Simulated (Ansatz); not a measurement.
Start from TlBr in the CsCl type structure (space group Pm-3m, No. 221; a = 3.915 Å).

The values are results of plane-wave PAW DFT at the PBEsol level (Ansatz, an electronic-structure program, 420 eV), no spin-orbit coupling, not measurements.

For the base:

| Item | Result |
|---|---|
| Hole mass | 0.20 mₑ along k, 0.43 mₑ across (at X) |
| Electron mass | 0.14 mₑ along k, 0.20 mₑ across (at X) |
| Gap character | direct at X |

Perturbation: the cell is scaled by 0.9850 in all directions, atoms relaxed at fixed cell.

### Question
What happens to the hole mass?

### Answer
The hole mass goes from 0.20 mₑ along k, 0.43 mₑ across (at X) to 0.17 mₑ along k, 0.40 mₑ across (at X).

### Question
What does the calculation give for the electron mass after the change?

### Answer
The electron mass goes from 0.14 mₑ along k, 0.20 mₑ across (at X) to 0.12 mₑ along k, 0.19 mₑ across (at X).

### Question
What does the calculation give for the gap character after the change?

### Answer
The gap character remains direct at X.

With Tl present, leaving out spin-orbit coupling can change the band edges. The cells carry an imposed strain or load. Masses are band curvatures over ±0.01 Å⁻¹ around the edge. Along k means along the line from Γ to the band edge. Whether these cells are dynamically stable was not tested.
